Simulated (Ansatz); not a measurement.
# SnO (space group P4/nmm, No. 129; layered, stacked along the Cartesian z axis)

SnO has the tetragonal space group P4/nmm, origin choice 1 (No. 129), Pearson symbol tP4. Cell: a = b = 3.793 Å, c = 4.764 Å, α = β = γ = 90.00°. Sn on 2c is surrounded by 4 O at 2.216 Å. O on 2b has 4 Sn at 2.216 Å (tetrahedral). (Neighbours: up to the widest gap in distance over summed covalent radii, below 1.35, at either atom; cation-cation and far metal-metal contacts left out.)

Level of theory: r2SCAN+rVV10 in Ansatz (plane waves to 500 eV, PAW, no SOC). Γ-centred 9×9×7 mesh, Fermi–Dirac width 0.05 eV.

| Property | Result |
|---|---|
| Volume per atom | 17.14 Å³ |
| Density | 6.53 g/cm³ |
| Band gap | zero |
| Total energy | -3302.585 eV/atom (σ→0; compares only within this code and set-up) |

Whether these cells are dynamically stable was not tested. The base started in Cmce and relaxed to P4/nmm at this level. All final runs are without spin polarisation. A zero or small gap of SnO can be the functional's error rather than a property of the material.

Ansatz is a program for electronic structure.
